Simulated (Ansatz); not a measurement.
The reference is ZrC in the rock salt structure (space group Fm-3m, No. 225; a = 4.669 Å; relaxed with 0.1 eV smearing). Axes: x, y, z lie along the cube axes.

Level of theory: PBEsol in Ansatz (plane waves to 420 eV, PAW, without spin-orbit coupling).

Base values:

- Volume per atom = 12.72 Å³

It is then changed as follows: biaxial strain +0.83 %, plane normal [111], relaxed out of plane (Cartesian); in-plane vectors clamped, the third vector and the atoms free.

**Question.** What does the calculation give for the in-plane stress after the change?

**Answer.** The mean in-plane stress (compression positive) amounts to -4.0 GPa.

**Question.** What does the calculation give for the volume per atom after the change?

**Answer.** The volume per atom increases by 0.15 Å³ to 12.87 Å³.

Whether these cells are dynamically stable was not tested. The final runs are not spin-polarised.

Ansatz is an electronic-structure program.
